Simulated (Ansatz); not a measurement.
Start from ZrO2 (space group P4_2/nmc, No. 137; a = 3.6208 Å, c = 5.2843 Å). Axes: x, y, z lie along a, b, c of the conventional cell.

Calculations: PBE/PAW in Ansatz (an electronic-structure program), spin-orbit coupling left out, earlier PAW set.

Base values:

Band gap: 4.04 eV
Smallest direct gap: 4.14 eV
Electron mass: 2.3 mₑ along c, 0.61 mₑ across (at Γ)

Now apply this change: tensile biaxial strain of 0.38 % in the plane normal to [001], as in epitaxy on a mismatched substrate; the out-of-plane cell vector and the atoms relax.

Task: What does the calculation give for the band gap, smallest direct gap and electron mass after the change?

Result: The band gap shrinks by 0.07 eV (4.04 eV → 3.97 eV); the smallest direct gap drops by 0.026 eV, from 4.14 eV to 4.12 eV; the electron mass becomes 2.3 mₑ out of plane, 0.61 mₑ in plane (at Γ) (base: 2.3 mₑ along c, 0.61 mₑ across (at Γ)).

Effective masses come from finite differences of ±0.01 Å⁻¹. Whether these cells are dynamically stable was not tested. This is not the structure that ZrO2 has at room temperature and ambient pressure.
